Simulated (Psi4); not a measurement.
Psi4 1.11, PBE/def2-svp: Ag(SMe)(PH3) (C[S][Ag]<-[PH3]), 10 atoms. The geometry is a generated start, not checked to be a minimum at this level.

| Item | Value |
|---|---|
| task | energy |
| method | pbe |
| basis | def2-svp |
| memory | 3 GB |
| maxiter | 100 |
| keys of the molecule block | symmetry c1 |
| scf_type | df (default) |
| diis_max_vecs | 10 (default) |
| e_convergence | 1e-06 (default) |
| d_convergence | 1e-06 (default) |
| dft_radial_points | 75 (default) |
| dft_spherical_points | 302 (default) |
| effective core potentials | those of the basis set, past Kr |
| basis functions | 111 |
| grid points | 216704 |

```xyz
10

Ag     0.1686     0.8063     0.1624
S      1.2001    -0.3492     1.9194
C      0.8889    -2.1363     1.6173
H     -0.1758    -2.3424     1.6403
H      1.3818    -2.6634     2.4293
H      1.3200    -2.4396     0.6685
P     -0.9382     2.0273    -1.6977
H     -0.4512     2.0103    -2.9880
H     -1.1689     3.3883    -1.6835
H     -2.2253     1.6986    -2.0680
```

Charge 0 and multiplicity 1 are set for this test and not shown to be the ground state.

With the defaults (diis = true, scf_initial_accelerator = adiis, damping_percentage = 0, level_shift = 0, level_shift_cutoff = 0.01, guess = auto, which took SAD, soscf = false, soscf_start_convergence = 0.01) it converges in 10 SCF iterations. One run each on 2 threads, with these changes:
- soscf = true
- guess = core
- soscf = true, soscf_start_convergence = 0.1
- damping_percentage = 60
- guess = sapgau
- guess = sap
- diis = false, scf_initial_accelerator = none, damping_percentage = 60
- scf_initial_accelerator = ediis
- level_shift = 0.5, level_shift_cutoff = 0.001

Problem. Which of these changes keep the SCF from converging, or lead it to another solution?

Solution. No convergence: diis = false, scf_initial_accelerator = none, damping_percentage = 60 (the run ends without SCF convergence in 100 iterations). The rest reach the solution of the defaults.

| setting | SCF iterations | JK calls | end |
|---|---|---|---|
| soscf = true, soscf_start_convergence = 0.1 | 8 | 34 | same solution |
| soscf = true | 8 | 29 | same solution |
| the defaults | 10 | 11 | same solution |
| scf_initial_accelerator = ediis | 10 | 11 | same solution |
| level_shift = 0.5, level_shift_cutoff = 0.001 | 10 | 11 | same solution |
| guess = core | 15 | 15 | same solution |
| guess = sapgau | 15 | 15 | same solution |
| guess = sap | 17 | 17 | same solution |
| damping_percentage = 60 | 64 | 65 | same solution |
| diis = false, scf_initial_accelerator = none, damping_percentage = 60 | 100 | 101 | no convergence |

An SOSCF iteration holds several JK calls; a Hückel guess adds calls on atoms.
